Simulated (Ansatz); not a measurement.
Worked example: self-consistent single point of CaO (Fm-3m, 2 atoms in the cell) in Ansatz (an electronic-structure program).

Method of the run: PBE, PAW files (plane waves; Ansatz).

The change in words: lattice scaled by 0.98. Reference geometry:
```
CELL_PARAMETERS angstrom
      0.00000     2.35428     2.35428
      2.35428     0.00000     2.35428
      2.35428     2.35428     0.00000
ATOMIC_POSITIONS crystal
  Ca 0.00000 0.00000 0.00000
  O  0.50000 0.50000 0.50000
```

Reference input (self-consistent single point, DFT, PBE, plane waves, PAW files): basis.ecutwfc = 420 eV; kpoints.mp_grid.grid = 12 12 12; hamiltonian.xc = pbe; hamiltonian.pseudopotentials = {kind: paw} (the program's default PAW files); scf.occupations.method = fermi_dirac; scf.occupations.width = 0.02 eV. This run's input differs from it in these lines:

```diff
@@ -2,5 +2,5 @@
   lattice:
-    - [0.00000000, 2.35428200, 2.35428200]
-    - [2.35428200, 0.00000000, 2.35428200]
-    - [2.35428200, 2.35428200, 0.00000000]
+    - [0.00000000, 2.30719600, 2.30719600]
+    - [2.30719600, 0.00000000, 2.30719600]
+    - [2.30719600, 2.30719600, 0.00000000]
   atoms:
```

Output (repeated stretches shortened):

```
SCF iter   1: F=—  HF=-2388.010046 eV  |F-HF|=—  |Δ(HF+E_count)|=         —  Δρ=9.46e-2  dr2=2.00e0  ethr=3.10e-3  ⟨swp⟩=6.8  Hψ=6122  notcnv=0
all-band conjugate gradients solve this SCF's bands
preconditioner: auto → none
SCF iter   2: F=—  HF=-2387.497634 eV  |F-HF|=—  |Δ(HF+E_count)|=   5.12e-1  Δρ=2.23e-2  dr2=1.14e-1  ethr=3.10e-3  ⟨swp⟩=2.6  Hψ=2356  notcnv=0
SCF iter   3: F=—  HF=-2387.518219 eV  |F-HF|=—  |Δ(HF+E_count)|=   2.06e-2  Δρ=1.06e-2  dr2=2.22e-2  ethr=7.12e-4  ⟨swp⟩=2.2  Hψ=1201  notcnv=0
SCF iter   4: F=—  HF=-2387.533305 eV  |F-HF|=—  |Δ(HF+E_count)|=   1.51e-2  Δρ=1.18e-3  dr2=3.85e-4  ethr=1.39e-4  ⟨swp⟩=2.2  Hψ=1382  notcnv=0
SCF iter   5: F=—  HF=-2387.533413 eV  |F-HF|=—  |Δ(HF+E_count)|=   1.08e-4  Δρ=1.85e-4  dr2=3.42e-6  ethr=2.41e-6  ⟨swp⟩=2.0  Hψ=1240  notcnv=0
SCF iter   6: F=—  HF=-2387.533405 eV  |F-HF|=—  |Δ(HF+E_count)|=   7.98e-6  Δρ=2.08e-5  dr2=1.36e-7  ethr=2.13e-8  ⟨swp⟩=2.0  Hψ=1368  notcnv=0
SCF iter   7: F=-2387.533405 eV  HF=-2387.533405 eV  |F-HF|=2.03e-10  |Δ(HF+E_count)|=   9.60e-9  Δρ=2.67e-6  dr2=1.04e-9  ethr=6.25e-10  ⟨swp⟩=5.1  Hψ=4013  notcnv=0
SCF 1 converged in 7 iterations: F = -2387.533405 eV  dr2 = 1.04e-9
Free energy (F): -2387.533405 eV
Internal energy: -2387.533405 eV  (E = F + TS)
E sigma→0 (E₀):  -2387.533405 eV
Fermi energy:    10.940622 eV
--- Forces (eV/Å), atoms counted from 1 ---
  atom   1  Ca    -0.00000000     0.00000000    -0.00000000
  atom   2  O      0.00000000    -0.00000000    -0.00000000
--- Stress (GPa, compression-positive) ---
       19.533627       0.000000       0.000000
        0.000000      19.533627      -0.000000
        0.000000       0.000000      19.533627
  P = ⅓ Tr σ = 19.5336 GPa (195.336 kbar)
  The stress holds the Pulay correction. Without it, at fixed plane waves, as pw.x and ABINIT print it: P = 19.2769 GPa
```

The run converged in 7 iterations. Against the reference run the free energy rises by 68.5 meV/atom, the pressure goes from 9.57 to 19.53 GPa and the gap on the mesh goes from 3.629 to 3.584 eV.

The starting cell comes from a database of computed structures (which also holds hypothetical and non-ambient phases and stackings), without a prior relaxation at this level. Its lattice was rescaled by a random factor within 2.5 % of one. For this run, on top of that: lattice scaled by 0.98. With a pressure of about 20 GPa the cell is away from its equilibrium volume at this level. Ansatz's pressure includes its estimate of the finite-basis (Pulay) stress.

Keys are those of Ansatz 0.2.
